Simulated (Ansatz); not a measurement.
# Relaxation of the atoms of Sb2Au (Pa-3, 12 atoms in the cell) at several settings

```yaml
crystal:
  lattice:
    - [6.65830, 0.00000, 0.00000]
    - [0.00000, 6.65830, 0.00000]
    - [0.00000, 0.00000, 6.65830]
  atoms:
    - { symbol: Au, position: [0.00000, 0.00000, 0.00000] }
    - { symbol: Au, position: [0.50000, 0.00000, 0.50000] }
    - { symbol: Au, position: [0.50000, 0.50000, 0.00000] }
    - { symbol: Au, position: [0.00000, 0.50000, 0.50000] }
    - { symbol: Sb, position: [0.37600, 0.37600, 0.37600] }
    - { symbol: Sb, position: [0.12400, 0.62400, 0.87600] }
    - { symbol: Sb, position: [0.87600, 0.12400, 0.62400] }
    - { symbol: Sb, position: [0.62400, 0.87600, 0.12400] }
    - { symbol: Sb, position: [0.62400, 0.62400, 0.62400] }
    - { symbol: Sb, position: [0.87600, 0.37600, 0.12400] }
    - { symbol: Sb, position: [0.12400, 0.87600, 0.37600] }
    - { symbol: Sb, position: [0.37600, 0.12400, 0.87600] }
```

Base: Ansatz (a quantum-chemistry and plane-wave program) with r2SCAN, default PAW files made with PBE. Its settings: kpoints.mp_grid.grid = 3 3 3; hamiltonian.xc = r2scan; hamiltonian.pseudopotentials = {kind: paw} (the program's default PAW files); scf.occupations.method = cold; scf.occupations.width = 0.0147 Ry. Starting volume 24.60 Å³ per atom.

Each line gives the change from the base single point and the result:

- atoms moved at random; relax: default → atoms; relax.f_tol: default → 0.005 eV/Å: pressure 3.20 GPa; relaxation steps 4; free energy against the base single point 0.0 meV/atom.
- atoms moved at random; relax: default → atoms; relax.f_tol: default → 0.1 eV/Å: pressure 3.20 GPa; largest force (vector length) 0.009 eV/Å; relaxation steps 3; free energy against the base single point 0.0 meV/atom.
- atoms moved at random; relax: default → atoms; relax.f_tol: default → 0.03 eV/Å: pressure 3.20 GPa; largest force (vector length) 0.009 eV/Å; relaxation steps 3; free energy against the base single point 0.0 meV/atom.

The starting cell comes from a database of published, mostly measured structures (it also holds non-ambient and calculated ones), without a prior relaxation at this level. Ansatz's pressure includes its estimate of the finite-basis (Pulay) stress. The run gives no clean gap (levels at the Fermi energy touch, overlap or are partly filled at this smearing), which alone does not show that the compound is a metal.

Keys are those of Ansatz 0.2.
